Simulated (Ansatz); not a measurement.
Results of LDA in Ansatz (plane waves, PAW) for CsCl-type RuAl.

Run with plane-wave cutoff 520 eV, 22×22×22 k mesh, Fermi–Dirac smearing 0.061 eV (set by the program), no spin polarisation, scalar-relativistic PAW data made under PBE.

Computed at the level's own relaxed cell.

Elastic tensor (GPa, Voigt notation, ions relaxed):

```
  356.4   169.6   169.6     0.0     0.0     0.0
  169.6   356.4   169.6     0.0     0.0     0.0
  169.6   169.6   356.4     0.0     0.0     0.0
    0.0     0.0     0.0   140.8     0.0     0.0
    0.0     0.0     0.0     0.0   140.8     0.0
    0.0     0.0     0.0     0.0     0.0   140.8
```

**Question.** Work out the Voigt, Reuss and Hill averages of the bulk and shear moduli, Young's modulus and Poisson's ratio from the printed constants.

**Answer.** K_V = [C11 + C22 + C33 + 2(C12 + C13 + C23)]/9 = [1069.2 + 2 × 508.8]/9 = 231.9 GPa. G_V = [1069.2 − 508.8 + 3 × 422.4]/15 = 121.8 GPa. From the compliances S = C⁻¹, K_R = 231.9 and G_R = 117.0 GPa. Hill means: K = 231.9, G = 119.4 GPa. E = 9KG/(3K + G) = 306 GPa, ν = (3K − 2G)/(6K + 2G) = 0.28, K/G = 1.94.

Computed values are for the static lattice.

Ansatz is an electronic-structure program.
